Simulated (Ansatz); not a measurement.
Start from LiF in the rock salt structure (space group Fm-3m, No. 225; a = 4.008 Å).

Level of theory: Ansatz (an electronic-structure program), PBEsol, PAW, cutoff 420 eV, no spin-orbit coupling.

Base values:

```
Property                Value
-------------  --------------
Gap character     direct at Γ
Pressure            -0.01 GPa
Band gap              9.05 eV
Electron mass  0.88 mₑ (at Γ)
```

It is then changed as follows: the cell is scaled by 1.0050 in all directions; the atoms relax in the strained cell.

### Question
How does this affect the gap character?

### Answer
The gap character is still direct at Γ.

### Question
Estimate the effect on the pressure.

### Answer
The pressure drops by 1.046 GPa (-0.01 GPa → -1.05 GPa).

### Question
What happens to the band gap?

### Answer
The band gap shrinks by 0.13 eV, from 9.05 eV to 8.92 eV.

### Question
Predict the new energy relative to the base.

### Answer
The energy grows by 0.4 meV/atom.

### Question
Estimate the effect on the electron mass.

### Answer
The electron mass remains 0.88 mₑ (at Γ).

Masses are band curvatures over ±0.01 Å⁻¹ around the edge. Stability against distortions was not tested.
